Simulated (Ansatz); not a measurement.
# Hypothetical Fm-3m WTe2: isotropic strain +2.18 %

Start from WTe₂ (space group Fm-3m, No. 225; a = 6.572 Å; a hypothetical phase, not in the database extracts checked; relaxed with 0.1 eV smearing).

Perturbation: an isotropic linear strain of +2.18 %; the atoms relax in the strained cell.

Computed with Kohn–Sham DFT with the PBEsol functional, run in Ansatz (a program for electronic structure) with PAW and 420 eV plane waves, without spin-orbit coupling. Settings: 15×15×15 k-points, 0.1 eV Fermi–Dirac smearing.

- Volume per atom: 25.24 Å³ (base 23.65 Å³)
- Space group: Fm-3m (No. 225) (base Fm-3m (No. 225))
- Shortest interatomic distance: 2.908 Å (base 2.846 Å)
- Energy relative to the base (free energy F): +32 meV/atom
- Pressure: -6.1 GPa (base 0.0 GPa)
- Band gap: zero (base zero)

Final structure:

```xyz
3
Lattice="0.0000 3.3576 3.3576 3.3576 0.0000 3.3576 3.3576 3.3576 0.0000" Properties=species:S:1:pos:R:3 pbc="T T T"
W      0.0000     0.0000     0.0000
Te     1.6788     1.6788     1.6788
Te     5.0365     5.0365     5.0365
```

Stability against distortions was not tested. All final runs are without spin polarisation. WTe2 has a high density of states at the Fermi level and may be magnetic at this level.
